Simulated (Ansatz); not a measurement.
Base system: LaH3 (space group Fm-3m, No. 225; a = 5.501 Å; a cell from a computed database, its experimental status unchecked). Axes: x, y, z lie along the cube axes.

All numbers come from PBEsol/PAW in Ansatz (a program for electronic structure), without spin-orbit coupling.

Strains are applied to the cell and any free atomic positions relax.

One change was made to it. Results:

| quantity | base | after |
|---|---|---|
| energy relative to the base (free energy F) | 0 meV/atom | +4.9 meV/atom |
| pressure (mean of the normal stresses, compression positive) | 0.0 GPa | 2.6 GPa |

### Question
Which of these changes matches the shifts?
A. uniaxial strain ε_zz = −3.63 %
B. strain tensor (xx, yy, zz, yz, xz, xy) = (−2.50, −1.54, +0.36, +0.12, +1.33, −1.21) %
C. strain tensor (xx, yy, zz, yz, xz, xy) = (−1.04, −2.17, +0.38, −1.52, −0.03, −0.16) %

### Answer
C, strain tensor (xx, yy, zz, yz, xz, xy) = (−1.04, −2.17, +0.38, −1.52, −0.03, −0.16) %. For comparison, the pressure in the other runs: strain tensor (xx, yy, zz, yz, xz, xy) = (−2.50, −1.54, +0.36, +0.12, +1.33, −1.21) % gives 3.4 GPa; uniaxial strain ε_zz = −3.63 % gives 3.4 GPa.

The mesh was chosen for an insulator and is coarse for the gapless case. No phonon test of stability was made. The final runs are not spin-polarised.
